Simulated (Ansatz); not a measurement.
AlN (Fm-3m, No. 225, 2 atoms in the cell; start mp-1330; high-pressure phase) was calculated with r²SCAN (plane waves, PAW; Ansatz, a first-principles code).

Settings: plane-wave cutoff 600 eV, 14×14×14 k mesh, scalar-relativistic PAW data made under PBE.

Computed at the level's own relaxed cell.

Elastic tensor (GPa, Voigt notation, ions relaxed):

```
  466.0   180.6   180.6     0.0     0.0     0.0
  180.6   466.0   180.6     0.0     0.0     0.0
  180.6   180.6   466.0     0.0     0.0     0.0
    0.0     0.0     0.0   338.5     0.0     0.0
    0.0     0.0     0.0     0.0   338.5     0.0
    0.0     0.0     0.0     0.0     0.0   338.5
```

Worked from these constants: the tetragonal shear constant is C′ = (C11 − C12)/2 = 142.7 GPa against C44 = 338.5 GPa, so the tetragonal shear is the softer. The Zener ratio C44/C′ is 2.37 (1 for an isotropic solid), and the Cauchy pressure C12 − C44 is -157.9 GPa. With C11 + 2C12 = 827.2 GPa all three Born conditions hold; they don't test modes at the zone boundary.

Note: the relaxation could not lower the start's symmetry, so the cell can be a saddle point above a distorted one.

A start named mp-… is a Materials Project structure, which need not be a measured phase.
